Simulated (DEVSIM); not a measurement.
System: Schottky contact on n-type Si, at 300 K.

Layer 1 from the left is Si, thickness (μm) 1.40, Nd (cm⁻³) 2.6e15, τn (s) 1.4e-7, τp (s) 1.4e-7. Layer 2 from the left is Si, thickness (μm) 3.50, Nd (cm⁻³) 1.1e18, τn (s) 1.4e-7, τp (s) 1.4e-7.

Left contact: Schottky, work function 4.55 eV, emission velocity 8.8e6 cm/s. Right contact: ohmic. Voltage is applied to the left contact. Recombination: SRH at mid-gap, radiative, Auger. Gap narrowing is on: ΔEg = 6.92 meV × (l + √(l² + 0.5)), l = ln(N/1.3e17 cm⁻³), shared equally by both band edges. Mobility is μmin + (μ − μmin)/(1 + (N/Nref)^α).

This is a model device: material constants are rounded textbook-type values typed into the input, and sizes, dopings and lifetimes were drawn at random. Values at 300 K.

Si: gap (eV) 1.124, affinity (eV) 4.05, permittivity 11.7, Nc (cm⁻³) 2.86e19, Nv (cm⁻³) 3.1e19, μn (cm²/Vs) 1417, μp (cm²/Vs) 470, μn,min 52, μp,min 45, Nref,n 9.7e16, Nref,p 2.2e17, αn 0.68, αp 0.72, B (cm³/s) 4.7e-15, Cn (cm⁶/s) 2.8e-31, Cp (cm⁶/s) 9.9e-32.

Model (solved in DEVSIM): 1D drift-diffusion, Boltzmann statistics, complete ionisation; no tunnelling, impact ionisation, image-force lowering or self-heating. Metal contacts follow the ideal Schottky-Mott rule: no Fermi-level pinning, no interface dipoles.

Task: What does the simulation give for the dark forward voltage at 1 A/cm², the potential step across the device at zero bias, the dark forward voltage at 100 A/cm²?

Result: dark forward voltage at 1 A/cm² 0.063 V; potential step across the device at zero bias 0.401 V; dark forward voltage at 100 A/cm² 0.212 V.
